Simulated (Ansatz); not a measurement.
A self-consistent single point of CaIr2 (Fd-3m, 6 atoms in the cell) with Ansatz (an electronic-structure program)

Method of the run: LDA (PW92), default PAW files made with PBE (plane waves; Ansatz).

Input as run:

Ansatz 0.2 input:
```yaml
crystal:
  lattice:
    - [0.000000, 3.790016, 3.790016]
    - [3.790016, 0.000000, 3.790016]
    - [3.790016, 3.790016, 0.000000]
  atoms:
    - { symbol: Ca, position: [0.250000, 0.250000, 0.250000] }
    - { symbol: Ca, position: [0.000000, 0.000000, 0.000000] }
    - { symbol: Ir, position: [0.625000, 0.625000, 0.625000] }
    - { symbol: Ir, position: [0.125000, 0.625000, 0.625000] }
    - { symbol: Ir, position: [0.625000, 0.625000, 0.125000] }
    - { symbol: Ir, position: [0.625000, 0.125000, 0.625000] }
basis:
  ecutwfc: 420.0
kpoints:
  mp_grid: { grid: [8, 8, 8] }
hamiltonian:
  xc: lda
  pseudopotentials: { kind: paw }
scf:
  occupations: { method: fermi_dirac, width: 0.1 }
output:
  forces: true
  eigenvalues: true
  stress: true
```

Log, with long lists cut:

```
WARN ansatz: RAYON_NUM_THREADS=1 ignored (pool sized by the plan → 1); use --threads N
Pseudopotentials: kind: paw
Pseudopotential: Ca, paw, valence charge 10
Pseudopotential: Ir, paw, valence charge 17
Crystal: 6 atoms, lattice volume = 108.881 Å³
Basis set: ecut = 420 eV, 2109 PW (Γ)
Bands: 53, of which v1, the nominal top of the filled ones, is band 44 counted from 1 (43 counted from 0)
Symmetry: 48 space group operations
Space group: Fd-3m (ITA 227), of the structure as read, at distance tolerance 4.8e-5 Å
k-points: 29 of 512
PAW frozen core: Ca, regenerated for the run's functional, and the local potential with it
PAW frozen core: Ir, regenerated for the run's functional, and the local potential with it
Initial density: superposition of atomic densities (neutral atoms: chi_scale 0, normalization atom), corrected by the library's trained network
Initial wavefunctions: pseudopotential atomic-orbital guess
Eigensolver: davidson
Functional: x = slater, c = lda
SCF iter   1: F=—  HF=-50201.480371 eV  |F-HF|=—  |Δ(HF+E_count)|=         —  Δρ=7.03e-3  dr2=3.89e-2  ethr=1.77e-3  ⟨swp⟩=8.1  Hψ=5931  notcnv=0  defer=7
all-band conjugate gradients solve this SCF's bands
preconditioner: auto → Kerker (q_TF=auto, 2.633 Å⁻¹)
SCF iter   2: F=—  HF=-50201.474561 eV  |F-HF|=—  |Δ(HF+E_count)|=   5.81e-3  Δρ=4.21e-3  dr2=2.74e-2  ethr=4.42e-5  ⟨swp⟩=1.8  Hψ=1817  notcnv=0  defer=7
SCF iter   3: F=—  HF=-50201.468741 eV  |F-HF|=—  |Δ(HF+E_count)|=   5.82e-3  Δρ=1.31e-3  dr2=1.55e-3  ethr=3.11e-5  ⟨swp⟩=2.0  Hψ=2034  notcnv=0  defer=9
SCF iter   4: F=—  HF=-50201.468293 eV  |F-HF|=—  |Δ(HF+E_count)|=   4.47e-4  Δρ=4.69e-4  dr2=2.28e-4  ethr=1.76e-6  ⟨swp⟩=2.7  Hψ=2629  notcnv=0  defer=9
SCF iter   5: F=—  HF=-50201.468230 eV  |F-HF|=—  |Δ(HF+E_count)|=   6.29e-5  Δρ=1.51e-4  dr2=6.73e-5  ethr=2.59e-7  ⟨swp⟩=2.0  Hψ=2102  notcnv=0  defer=9
SCF iter   6: F=—  HF=-50201.468212 eV  |F-HF|=—  |Δ(HF+E_count)|=   1.86e-5  Δρ=5.00e-5  dr2=6.55e-6  ethr=7.65e-8  ⟨swp⟩=2.0  Hψ=1812  notcnv=0  defer=7
SCF iter   7: F=-50201.468210 eV  HF=-50201.468210 eV  |F-HF|=4.18e-8  |Δ(HF+E_count)|=   1.47e-6  Δρ=5.41e-6  dr2=5.28e-8  ethr=1.14e-10  ⟨swp⟩=6.4  Hψ=6292  notcnv=0
SCF 1 converged in 7 iterations: F = -50201.468210 eV  dr2 = 5.28e-8
SCF converged after 7 iterations
Free energy (F): -50201.468210 eV
Harris-Foulkes:  -50201.468210 eV  (|F-HF|=4.18e-8)
Internal energy: -50201.276225 eV  (E = F + TS)
E sigma→0 (E₀):  -50201.372217 eV
Entropy (-TS):   -0.191986 eV (-31.998 meV/atom)
Fermi energy:    16.269701 eV
--- Per-component energies (eV) ---
  E_band       = -984.228867
  E_kinetic    = 3046.480668
  E_local      = -7727.684322  (includes V_loc(G=0)·N_el)
  E_nonlocal   = 458.096422
  E_hartree    = 2931.552667
  E_xc         = -1334.651798
  E_vxc        = -1537.670158  (∫ρ·V_xc dr)
  E_paw        = -37446.490751  (= ΣΔE_a)
  E_vpaw       = -1086.568114  (= ΣTr[D̂ρ^β])
  E_aug_tail   = 0.000179  (compensation charges beyond the density's cutoff)
  E_ewald      = -10130.792030
  E_core_change = 2.212740  (= ΣΔE_core)
  E_smearing   = -0.191986  (= −TS)
  E_closure    = 0.000000  (closes the sum)
  Σ components = -50201.468210   (vs F -50201.468210, Δ=0.00e0)
--- Forces (eV/Å), atoms counted from 1 ---
  atom   1  Ca    -0.00000000     0.00000000     0.00000000
   [... zero for the other atoms too ...]
  max |Σ_I F_I| component: 1.62e-17 eV/Å
--- Stress (GPa, compression-positive) ---
      -10.307465      -0.000000      -0.000000
       -0.000000     -10.307465      -0.000000
       -0.000000      -0.000000     -10.307465
  P = ⅓ Tr σ = -10.3075 GPa (-103.075 kbar)
  The stress holds the Pulay correction. Without it, at fixed plane waves, as pw.x and ABINIT print it: P = -10.3306 GPa
--- Band table (eV; the first three rows and the last of 29) ---
  k-point 0: bands = ["-75.5224", "-75.4694", "-75.4694", "-75.4694", "-33.0344", "-32.5135", "-32.5135", "-32.5135", "-32.2538", "-32.2538", "-32.0868", "-32.0868", "-32.0868", "-31.9940", "-31.9940", "-31.9940", "-23.0796", "-22.9870", "-4.4941", [...]
  k-point 1: bands = ["-75.5209", "-75.4709", "-75.4694", "-75.4694", "-33.0165", "-32.5159", "-32.5069", "-32.5069", "-32.2497", "-32.2497", "-32.1043", "-32.0894", "-32.0894", "-32.0026", "-32.0026", "-31.9940", "-23.0767", "-22.9897", "-4.4970", [...]
  k-point 2: bands = ["-75.5169", "-75.4750", "-75.4694", "-75.4694", "-32.9691", "-32.5233", "-32.4906", "-32.4906", "-32.2365", "-32.2365", "-32.1488", "-32.1002", "-32.1002", "-32.0227", "-32.0227", "-31.9940", "-23.0690", "-22.9968", "-4.5034", [...]
  k-point 28: bands = ["-75.4960", "-75.4960", "-75.4695", "-75.4695", "-32.7259", "-32.7259", "-32.4137", "-32.4137", "-32.2276", "-32.2276", "-32.1690", "-32.1690", "-32.0882", "-32.0882", "-32.0518", "-32.0518", "-23.0323", "-23.0323", "-4.5484", [...]
```

The run converged in 7 iterations.

The starting cell comes from a database of computed structures (which also holds hypothetical and non-ambient phases and stackings), without a prior relaxation at this level. Its lattice was rescaled by up to half a per cent. Spin-orbit coupling is off. Spin polarisation is off. With a pressure of about -10 GPa the cell is away from its equilibrium volume at this level. Ansatz's pressure includes its estimate of the finite-basis (Pulay) stress.
